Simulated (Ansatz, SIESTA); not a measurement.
## Code comparison for Cr₂TeSe (P1, 4 atoms in the cell)

Self-consistent single point, at a second geometry (atoms moved at random). First geometry:

```
CELL_PARAMETERS angstrom
      3.96139     0.00000     0.00000
     -1.98070     3.43066     0.00000
      0.00000     0.00000     6.33777
ATOMIC_POSITIONS crystal
  Cr 0.66667 0.33333 0.23775
  Cr 0.66667 0.33333 0.76225
  Te 0.00000 0.00000 0.50000
  Se 0.33333 0.66667 0.00000
```
Moments meant for the start (each program seeds them in its own way; μB, in the order of the atoms Cr Cr Te Se): 3.0 3.0 0.0 0.0.

Second geometry:
```
Cr2TeSe
1.0
    3.96139     0.00000     0.00000
   -1.98070     3.43066     0.00000
    0.00000     0.00000     6.33777
Cr Te Se
2 1 1
Direct
  0.66348   0.33037   0.23897
  0.65782   0.33474   0.76794
  0.99613   0.98743   0.50065
  0.34923   0.68080   0.99244
```
Moments meant for the start (each program seeds them in its own way; μB, in the order of the atoms Cr Cr Te Se): 3.0 3.0 0.0 0.0.

Shared settings, as Ansatz (a quantum-chemistry and plane-wave program) writes them: kpoints.mp_grid.grid = 6 6 3; scf.occupations.method = fermi_dirac; scf.occupations.width = 0.1 eV. Potentials and cutoffs stand in the table.

| code | model | ΔF from the first geometry (meV/atom) | pressure (GPa) | largest force (eV/Å) | size of the net moment (μB/atom) | cutoff |
|---|---|---|---|---|---|---|
| SIESTA | GGA PBEsol, numerical atomic orbitals DZP, PseudoDojo PBEsol standard norm-conserving potentials (rewritten from UPF to PSML) | 8.2 | -2.72 | 0.441 | 1.98 | grid 300 Ry |
| Ansatz | PBEsol, PAW files made with PBE | 6.1 | -4.72 | 0.318 | 1.94 | 420 eV |

Size of the force on each atom (eV/Å): Sizes of forces hide their directions.

```json
[
 {"code": "SIESTA", "Cr1": "0.141", "Cr2": "0.441", "Te3": "0.256", "Se4": "0.402"},
 {"code": "Ansatz", "Cr1": "0.089", "Cr2": "0.288", "Te3": "0.227", "Se4": "0.318"}
]
```

On Ansatz's run: spin-orbit coupling is off. The magnetic order is the one reached from the typed start; others were not searched systematically.

The spread over the programs that give each value: ΔF from the first geometry within 2.1 meV/atom; pressure within 2.00 GPa; largest force within 0.123 eV/Å; size of the net moment within 0.04 μB/atom.

SIESTA uses small atom-centred bases, whose incompleteness enters pressures, forces and empty levels differently from a plane-wave cutoff. Ansatz's pressure is given at a fixed set of plane waves, as the other plane-wave codes print theirs.

The starting cell comes from a database of computed structures (which also holds hypothetical and non-ambient phases and stackings), without a prior relaxation at this level. For this run, on top of that: atoms moved at random.

Keys are those of Ansatz 0.2.
